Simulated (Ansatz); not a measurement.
Base system: TiC in the rock salt structure (space group Fm-3m, No. 225; a = 4.333 Å; relaxed with 0.1 eV smearing).

(Cell as relaxed with PBE.)

Levels (all Ansatz, a quantum-chemistry and plane-wave program, PAW, earlier PAW set): PBE (420 eV, without spin-orbit coupling); r2SCAN (500 eV, no spin-orbit coupling).

Each level relaxes its own structure.

```
base                      PBE    r2SCAN
-------------------  --------  --------
volume per atom      10.17 Å³  10.14 Å³
lattice parameter a   4.333 Å   4.329 Å
band gap                 zero      zero
```

Now apply this change: every lattice vector is stretched by 4.16 %; the atoms relax in the strained cell.

| quantity | PBE | r2SCAN |
|---|---|---|
| energy relative to the base (free energy F) | +109 meV/atom | +114 meV/atom |
| pressure | -23.9 GPa | -25.1 GPa |
| band gap | zero | zero |

PBE's energy relative to the base lies 5.2 meV/atom below r2SCAN's; PBE's pressure lies 1.2 GPa above r2SCAN's; the two agree on the band gap. Neither level is exact; r2SCAN is the comparison here, not a measurement.

Whether these cells are dynamically stable was not tested. The final runs are not spin-polarised.
